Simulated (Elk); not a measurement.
Worked example: self-consistent single point of TiMo₃ (Immm, 4 atoms in the cell) in Elk

Computed with LDA (PW92), all-electron FP-LAPW, Elk's shipped species files, APW+lo basis with extra local orbitals (Elk 10.2.4).

Input as run:

```
tasks
  0

xctype
  3

rgkmax
  7.5

gmaxvr
  16.0

nxlo
  2

lorbcnd
  .true.

rmtscf
  0.91

lmaxi
  3

stype
  3

swidth
  0.00367493

scale
  1.889726125

avec
   -1.5634550000    2.1837730000    4.4209270000
    1.5634550000   -2.1837730000    4.4209270000
    1.5634550000    2.1837730000   -4.4209270000

atoms
  2   : nspecies
  'Ti.in'   : spfname
  1   : natoms; atposl, bfcmt below
  0.5000000000  0.0000000000  0.5000000000    0.0 0.0 0.0
  'Mo.in'   : spfname
  3   : natoms; atposl, bfcmt below
  0.7565900000  0.7565900000  0.0000000000    0.0 0.0 0.0
  0.2434100000  0.2434100000  0.0000000000    0.0 0.0 0.0
  0.0000000000  0.5000000000  0.5000000000    0.0 0.0 0.0

ngridk
  7 7 7
```

Log, with long lists cut:

```
│ Elk code version 10.2.4 │

All units are atomic (Hartree, Bohr, etc.)

│ Ground-state run starting from atomic densities │

Lattice vectors :
  -2.954501759       4.126732889       8.354341249
   2.954501759      -4.126732889       8.354341249
   2.954501759       4.126732889      -8.354341249

Unit cell volume      :    407.4392036
Brillouin zone volume :   0.6088030098

Muffin-tin inner radius fraction :   0.1000000000E-01

Nuclei treated as point charges

Species :    1 (Ti)
 parameters loaded from : Ti.in
 name : titanium
 nuclear charge    :   -22.00000000
 electronic charge :    22.00000000
 atomic mass :    87256.20310
 muffin-tin radius :    2.184000000
 number of radial points in muffin-tin :    497
 atomic positions (lattice), magnetic fields (Cartesian) :
   1 :   0.00000000  0.00000000  0.00000000    0.00000000  0.00000000  0.00000000

Species :    2 (Mo)
 parameters loaded from : Mo.in
 name : molybdenum
 nuclear charge    :   -42.00000000
 electronic charge :    42.00000000
 atomic mass :    174887.9212
 muffin-tin radius :    2.366000000
 number of radial points in muffin-tin :    597
 atomic positions (lattice), magnetic fields (Cartesian) :
   1 :   0.25659000 -0.24341000  0.50000000    0.00000000  0.00000000  0.00000000
   2 :  -0.25659000  0.24341000  0.50000000    0.00000000  0.00000000  0.00000000
   3 :   0.50000000  0.50000000  0.00000000    0.00000000  0.00000000  0.00000000

Total number of atoms per unit cell :    4

Spin treatment :
 spin-unpolarised

Number of Bravais lattice symmetries :    8
Number of crystal symmetries         :    8
Crystal has inversion symmetry
Real symmetric eigensolver will be used

k-point grid :      7     7     7
k-point offset :    0.000000000       0.000000000       0.000000000
k-point set is reduced with full crystal symmetry group
Total number of k-points :       64

Muffin-tin radius times maximum |G+k| :    7.500000000
 using average radius
   [... lines left out ...]
 potential will be trimmed for |G| > 2 gkmax
Constant for pseudocharge density :    9
Radial integration step length :    4

G-vector grid sizes :     50    50    50
Number of G-vectors :    28105

Maximum angular momentum used for
 APW functions                      :    8
 outer part of muffin-tin           :    6
 inner part of muffin-tin           :    3

Total nuclear charge    :   -148.0000000
Total core charge       :    94.00000000
Total valence charge    :    54.00000000
Total excess charge     :    0.000000000
Total electronic charge :    148.0000000

Effective Wigner radius, rₛ :   0.8694357554

Number of empty states         :   16
Total number of valence states :   43
Total number of core states    :   94

Conduction state local-orbitals added automatically
Total number of local-orbitals :  327

Exchange-correlation functional :      3     0     0
 Perdew-Wang/Ceperley-Alder, Phys. Rev. B 45, 13244 (1992)
 gradient requirement :    0
 local density approximation (LDA)

Smearing type :    3
 Fermi-Dirac
Smearing width :   0.3674930000E-02
Effective electronic temperature (K) :    1160.451112

Mixing type :    3
 Broyden mixing, J. Phys. A: Math. Gen. 17, L317 (1984)

Kohn-Sham potential initialised from atomic data
│ Self-consistent loop started │
│ Loop number : 1 │
 total energy                :     -12975.3307540
│ Loop number : 2 │
 total energy                :     -12976.3873500
RMS change in Kohn-Sham potential (target) :   0.2642156183     (  0.1000000000E-05)
Absolute change in total energy (target)   :    1.056596032     (  0.1000000000E-03)
│ Loop number : 3 │
 total energy                :     -12981.1689242
RMS change in Kohn-Sham potential (target) :   0.2203743706     (  0.1000000000E-05)
Absolute change in total energy (target)   :    5.045723223     (  0.1000000000E-03)
│ Loop number : 4 │
 total energy                :     -12986.5421917
RMS change in Kohn-Sham potential (target) :   0.1434745822     (  0.1000000000E-05)
Absolute change in total energy (target)   :    6.634698257     (  0.1000000000E-03)
│ Loop number : 5 │
 total energy                :     -12987.9572729
RMS change in Kohn-Sham potential (target) :   0.1157971757     (  0.1000000000E-05)
Absolute change in total energy (target)   :    3.073755759     (  0.1000000000E-03)
   [... lines left out ...]
Absolute change in total energy (target)   :   0.1079760405E-03 (  0.1000000000E-03)
│ Loop number : 14 │
 total energy                :     -12988.3368487
RMS change in Kohn-Sham potential (target) :   0.6671291773E-05 (  0.1000000000E-05)
Absolute change in total energy (target)   :   0.3056724727E-03 (  0.1000000000E-03)
│ Loop number : 15 │
 total energy                :     -12988.3361381
RMS change in Kohn-Sham potential (target) :   0.1589323679E-05 (  0.1000000000E-05)
Absolute change in total energy (target)   :   0.7870216759E-03 (  0.1000000000E-03)
│ Loop number : 16 │
 total energy                :     -12988.3360721
RMS change in Kohn-Sham potential (target) :   0.3667967354E-06 (  0.1000000000E-05)
Absolute change in total energy (target)   :   0.2628126913E-03 (  0.1000000000E-03)
│ Loop number : 17 │
 total energy                :     -12988.3360659
RMS change in Kohn-Sham potential (target) :   0.1210932975E-06 (  0.1000000000E-05)
Absolute change in total energy (target)   :   0.7188487871E-04 (  0.1000000000E-03)
Convergence targets achieved

│ Loop number : 18 │

Energies :
 Fermi                       :     0.470920239425
 sum of eigenvalues          :     -7692.29647127
 electron kinetic            :      13438.2024448
 core electron kinetic       :      13076.6468436
 Coulomb                     :     -26026.9815957
 Coulomb potential           :     -20600.9760200
 nuclear-nuclear             :     -1398.80364894
 electron-nuclear            :     -28655.3798735
 Hartree                     :      4027.20192677
 Madelung                    :     -15726.4935857
 xc potential                :     -529.522896163
 exchange                    :     -386.006900123
 correlation                 :     -13.5470259064
 electron entropic           :    -0.300016228605E-02
 total energy                :     -12988.3360770

Density of states at Fermi energy :    67.70442893
 (states/Hartree/unit cell)

Estimated indirect band gap :   0.8309187540E-03
 from k-point      5 to k-point     37
Estimated direct band gap   :   0.5624337261E-02
 at k-point      5

Charges :
 core                        :    94.00000000
 valence                     :    54.00000000
 interstitial                :    8.168055136
 muffin-tins (core leakage)
  species :    1 (Ti)
   atom    1                 :    20.04212023     (  0.6958067900E-08)
  species :    2 (Mo)
   atom    1                 :    39.91777508     (  0.2018063071E-05)
   atom    2                 :    39.91777508     (  0.2018063071E-05)
   atom    3                 :    39.95427448     (  0.2025254812E-05)
 total in muffin-tins        :    139.8319449
 total calculated charge     :    148.0187872
 total charge                :    148.0000000
 error                       :   0.1878723641E-01

│ Self-consistent loop stopped │
```

The run converged in 18 iterations. The count includes the last loop, which Elk runs after its targets are met.

The starting cell comes from a database of computed structures (which also holds hypothetical and non-ambient phases and stackings), without a prior relaxation at this level. Its lattice was rescaled by a random factor within 2.5 % of one. Spin polarisation is off. Values depend on the basis (sphere radii, cutoffs, local orbitals), which need not be converged. The log's line on a gap gives a spacing of levels on this mesh, which the program prints for metals too.

Cost on one core of a shared machine: roughly 3 min.
